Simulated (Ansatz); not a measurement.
Output of an Ansatz run (abridged):

```
WARN basis.ecutwfc = 420 eV, the default
WARN ansatz: RAYON_NUM_THREADS=1 ignored (pool sized by the plan → 1); use --threads N
Pseudopotentials: kind: paw
Pseudopotential: Tl, paw, valence charge 13
Pseudopotential: Sn, paw, valence charge 14
Crystal: 2 atoms, lattice volume = 57.165 Å³
Basis set: ecut = 420 eV, 1103 PW (Γ), exchange–correlation on 50×50×60 points (8 copies of the dense FFT grid, shifted against one another)
Bands: 18, of which v1, the nominal top of the filled ones, is band 14 counted from 1 (13 counted from 0)
Symmetry: 16 space group operations
Space group: P4/mmm (ITA 123), of the structure as read, at distance tolerance 3.9e-5 Å
k-points: 75 of 648
PAW frozen core: Tl, regenerated for the run's functional, and the local potential with it
PAW frozen core: Sn, regenerated for the run's functional, and the local potential with it
Initial density: superposition of atomic densities (neutral atoms: chi_scale 0, normalization atom), corrected by the library's trained network
Initial wavefunctions: pseudopotential atomic-orbital guess
Eigensolver: davidson
Functional: x = pbesol(κ = 0.804, μ = 0.12345679012345678), c = pbesol(β = 0.046)
SCF iter   1: F=—  HF=-17245.384280 eV  |F-HF|=—  |Δ(HF+E_count)|=         —  Δρ=2.53e-3  dr2=3.35e-3  ethr=1.77e-3  ⟨swp⟩=6.0  Hψ=6894  notcnv=0
all-band conjugate gradients solve this SCF's bands
preconditioner: auto → Kerker (q_TF=auto, 2.408 Å⁻¹)
SCF iter   2: F=—  HF=-17245.381057 eV  |F-HF|=—  |Δ(HF+E_count)|=   3.22e-3  Δρ=1.14e-3  dr2=7.59e-4  ethr=1.24e-5  ⟨swp⟩=2.2  Hψ=2582  notcnv=0
SCF iter   3: F=—  HF=-17245.380777 eV  |F-HF|=—  |Δ(HF+E_count)|=   2.80e-4  Δρ=2.37e-4  dr2=4.66e-5  ethr=2.81e-6  ⟨swp⟩=2.1  Hψ=2295  notcnv=0  defer=1
SCF iter   4: F=—  HF=-17245.380766 eV  |F-HF|=—  |Δ(HF+E_count)|=   1.07e-5  Δρ=1.21e-4  dr2=9.25e-6  ethr=1.72e-7  ⟨swp⟩=2.1  Hψ=2347  notcnv=0  defer=1
SCF iter   5: F=—  HF=-17245.380762 eV  |F-HF|=—  |Δ(HF+E_count)|=   3.44e-6  Δρ=3.29e-5  dr2=8.08e-7  ethr=3.43e-8  ⟨swp⟩=2.1  Hψ=2090  notcnv=0  defer=1
SCF iter   6: F=-17245.380762 eV  HF=-17245.380762 eV  |F-HF|=3.56e-8  |Δ(HF+E_count)|=   1.85e-7  Δρ=9.91e-6  dr2=4.56e-8  ethr=3.70e-10  ⟨swp⟩=3.6  Hψ=5972  notcnv=0
SCF 1 converged in 6 iterations: F = -17245.380762 eV  dr2 = 4.56e-8
SCF converged after 6 iterations
Free energy (F): -17245.380762 eV
Harris-Foulkes:  -17245.380762 eV  (|F-HF|=3.56e-8)
Internal energy: -17245.349290 eV  (E = F + TS)
E sigma→0 (E₀):  -17245.365026 eV
Entropy (-TS):   -0.031472 eV (-15.736 meV/atom)
Fermi energy:    10.074441 eV
--- Per-component energies (eV) ---
  E_band       = -85.563900
  E_kinetic    = 519.425909
  E_local      = -1738.597803  (includes V_loc(G=0)·N_el)
  E_nonlocal   = 288.063628
  E_hartree    = 854.975099
  E_xc         = -608.209210
  E_vxc        = -239.159994  (∫ρ·V_xc dr)
  E_paw        = -14080.648885  (= ΣΔE_a)
  E_vpaw       = -625.241368  (= ΣTr[D̂ρ^β])
  E_aug_tail   = 0.000033  (compensation charges beyond the density's cutoff)
  E_ewald      = -2480.681167
  E_core_change = 0.323105  (= ΣΔE_core)
  E_smearing   = -0.031472  (= −TS)
  E_closure    = 0.000000  (closes the sum)
  Σ components = -17245.380762   (vs F -17245.380762, Δ=0.00e0)
--- Forces (eV/Å), atoms counted from 1 ---
  atom   1  Tl     0.00000000     0.00000000     0.00000000
  atom   2  Sn     0.00000000     0.00000000     0.00000000
  max |Σ_I F_I| component: 2.21e-29 eV/Å
--- Stress (GPa, compression-positive) ---
       -2.047643       0.000000       0.000000
        0.000000      -2.047643       0.000000
        0.000000       0.000000      -1.256790
  P = ⅓ Tr σ = -1.7840 GPa (-17.840 kbar)
  The stress holds the Pulay correction. Without it, at fixed plane waves, as pw.x and ABINIT print it: P = -1.8185 GPa
--- Band table (eV; the first three rows and the last of 75) ---
  k-point 0: bands = ["-11.3782", "-11.3492", "-11.3182", "-11.3182", "-11.3027", "-1.4616", "-1.3380", "-1.1339", "-1.1339", "-1.0773", "-0.3274", "7.1734", "8.5081", "11.7174", "11.7174", "15.2638", "16.1115", "18.8362"]
  k-point 1: bands = ["-11.3781", "-11.3475", "-11.3184", "-11.3184", "-11.3026", "-1.4613", "-1.3280", "-1.1397", "-1.1397", "-1.0775", "-0.1979", "5.9556", "9.7734", "11.8747", "11.8747", "15.5294", "16.1633", "18.1540"]
  k-point 2: bands = ["-11.3778", "-11.3435", "-11.3190", "-11.3190", "-11.3024", "-1.4604", "-1.3067", "-1.1537", "-1.1537", "-1.0780", "0.1942", "4.3981", "11.4041", "12.3317", "12.3317", "16.2489", "16.3081", "17.0099"]
  k-point 74: bands = ["-11.3498", "-11.3429", "-11.3426", "-11.2980", "-11.2670", "-1.4031", "-1.3492", "-1.3421", "-1.0543", "-0.9407", "4.9287", "5.9227", "8.8318", "9.1738", "9.3182", "10.0159", "11.2164", "11.2835"]
```

The structure:

```
CELL_PARAMETERS angstrom
      3.61473     0.00000     0.00000
      0.00000     3.61473     0.00000
      0.00000     0.00000     4.37500
ATOMIC_POSITIONS crystal
  Tl 0.00000 0.00000 0.00000
  Sn 0.50000 0.50000 0.50000
```

Q: Write an input that gives this output.

A: Other spellings and defaults could give the same log, and not every line can be read from it. The input that was run (DFT, PBEsol, plane waves, default PAW files made with PBE):

Ansatz 0.2 input:
```yaml
# TlSn
crystal:
  lattice:
    - [3.61473000, 0.00000000, 0.00000000]
    - [0.00000000, 3.61473000, 0.00000000]
    - [0.00000000, 0.00000000, 4.37500000]
  atoms:
    - { symbol: Tl, position_ang: [0.00000000, 0.00000000, 0.00000000] }
    - { symbol: Sn, position_ang: [1.80736500, 1.80736500, 2.18750000] }
kpoints:
  mp_grid: { grid: [9, 9, 8] }
hamiltonian:
  xc: pbesol
  pseudopotentials: { kind: paw }
scf:
  occupations: { method: fermi_dirac, width: 0.1 }
output:
  forces: true
  eigenvalues: true
  stress: true
```

The starting cell comes from a database of published, mostly measured structures (it also holds non-ambient and calculated ones), without a prior relaxation at this level. Spin-orbit coupling is off. Ansatz's pressure includes its estimate of the finite-basis (Pulay) stress.

Ansatz is an electronic-structure program.
